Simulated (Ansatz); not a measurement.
C on the 1x1 (111) surface of fcc Al, one in a 2x1 cell, energies for each (14.1 Å²). Energies are against an atom of graphite, without zero-point or thermal terms; each row is named by its start.

These are PBE (plane waves to 420 eV, PAW; Ansatz, an electronic-structure program) values and carry that method's errors.

Set-up: 9 atoms, 7.0 Å thick at the start under the adsorbate (thin: gaps and levels are the slab's own); mesh 6x12x1; 0.1 eV smearing; dipole correction on; 4 atoms held, the rest relaxed; each run with such symmetry as its start has; spin-polarised, no spin-orbit, no U, no dispersion correction.

A negative adsorption energy means that the adsorbate is more stable on the surface than in its reference. Heights count from the host atoms within 0.3 Å of the top one.

| starting site | E_ads (eV) | height (Å) | nearest host atom (Å) | bonded to | Δ work function (eV) | lateral drift (Å) | moment (μB) |
|---|---|---|---|---|---|---|---|
| top Al | 2.27 | 0.67 | Al 1.90 | 3 Al | 1.63 | 1.6 | 0.0 |
| hollow Al-Al-Al over Al at depth 2.3 Å | 2.23 | 0.56 | Al 1.87 | 3 Al | 1.23 | 0.2 | 0.0 |
| hollow Al-Al-Al over Al at depth 4.6 Å | 2.27 | 0.67 | Al 1.90 | 3 Al | 1.63 | 0.1 | 0.0 |
| bridge Al-Al (span 2.9 Å) | 2.23 | 0.54 | Al 1.87 | 3 Al | 1.20 | 1.0 | 0.0 |
